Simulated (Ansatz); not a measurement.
The parent structure is TiAl (space group P4/mmm, No. 123).

TiAl has the tetragonal space group P4/mmm (No. 123), Pearson symbol tP2. Lattice parameters: a = b = 2.8243 Å, c = 4.0708 Å, α = β = γ = 90.00°. Al on 1d sees 4 Al at 2.824 Å and 8 Ti at 2.852 Å (cuboctahedral). Ti on 1a sees 4 Ti at 2.824 Å and 8 Al at 2.852 Å (cuboctahedral). (Neighbours: up to the widest gap in distance over summed covalent radii, below 1.35, at either atom.)

Method: PBE (Ansatz, a quantum-chemistry and plane-wave program), scalar-relativistic without spin-orbit coupling.

For the base:

```
Item                      Value
-------------------  ----------
Lattice parameter a  5.337 bohr
c/a ratio                 1.441
```

Now apply this change: cell and atoms relaxed at a pressure of 18 GPa.

Question: What does the calculation give for the lattice parameter a after the change?

Answer: The lattice parameter a drops by 0.216 bohr (5.337 bohr → 5.121 bohr).

Question: Predict the new c/a ratio.

Answer: The c/a ratio stays essentially unchanged (1.441 against 1.440).

Load acts through the strain it causes; cell and atoms are relaxed under it. Whether these cells are dynamically stable was not tested. Competing high-pressure phases were not computed. All final runs are without spin polarisation.
